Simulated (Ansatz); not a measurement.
Given:

End structure of a constructed model of the (0001) surface of hcp Ti, a pseudomorphic layer of Ga in the host's stacking (bottom of the slab: a bare face, its two planes held):

```
CELL_PARAMETERS angstrom
      2.93864     0.00000     0.00000
     -1.46932     2.54493     0.00000
      0.00000     0.00000    30.50000
ATOMIC_POSITIONS crystal
  Ti 0.66667 0.33333 0.27000
  Ti 0.33333 0.66667 0.34626
  Ti 0.66667 0.33333 0.42352
  Ti 0.33333 0.66667 0.49940
  Ti 0.66667 0.33333 0.57704
  Ti 0.33333 0.66667 0.65104
  Ga 0.66667 0.33333 0.72618
```

Slab: 7 atoms, 14.0 Å thick at the start; k 15x15x1, smearing 0.1 eV, dipole-corrected; 2 atoms held, the rest relaxed; symmetry of the start imposed; no spin, no spin-orbit, no U. It is one candidate, not shown to be the stable structure of the face.

Q: Predict the work function of the top face from PBE run with Ansatz (a program for electronic structure).

A: 4.60 eV
